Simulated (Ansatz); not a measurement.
Base system: PbF2 in the fluorite structure (space group Fm-3m, No. 225).

```
CELL_PARAMETERS angstrom
      0.00000     2.94928     2.94928
      2.94928     0.00000     2.94928
      2.94928     2.94928     0.00000
ATOMIC_POSITIONS crystal
  Pb 0.00000 0.00000 0.00000
  F  0.75000 0.75000 0.75000
  F  0.25000 0.25000 0.25000
```

Level of theory: Ansatz (an electronic-structure program), PBEsol, PAW, cutoff 420 eV, scalar-relativistic without spin-orbit coupling.

Base values:

| Property | Result |
|---|---|
| Pressure | 0.00 GPa |
| Valley order | X along ⟨100⟩ 4.31 eV; L along ⟨111⟩ 4.93 eV; a point along ⟨110⟩, about 0.6 Å⁻¹ from Γ 5.30 eV |

It is then changed as follows: the cell is scaled by 1.0080 in all directions; the atoms relax in the strained cell.

**Question.** What happens to the pressure, electron mass and valley order?

**Answer.** The pressure goes from zero to -1.73 GPa; the electron mass amounts to 2.8 mₑ along k, 0.49 mₑ across (at X); the valley order (the lowest conduction-band minima on the path, energy above the VBM, named in the base's zone) changes from X along ⟨100⟩ 4.31 eV; L along ⟨111⟩ 4.93 eV; a point along ⟨110⟩, about 0.6 Å⁻¹ from Γ 5.30 eV to X along ⟨100⟩ 4.31 eV; L along ⟨111⟩ 4.94 eV; a point along ⟨110⟩, about 0.6 Å⁻¹ from Γ 5.31 eV.

With Pb present, leaving out spin-orbit coupling can change the band edges. The levels and masses belong to the bands next to the band gap. Effective masses come from finite differences of ±0.01 Å⁻¹. Along k means along the line from Γ to the band edge. Whether these cells are dynamically stable was not tested.
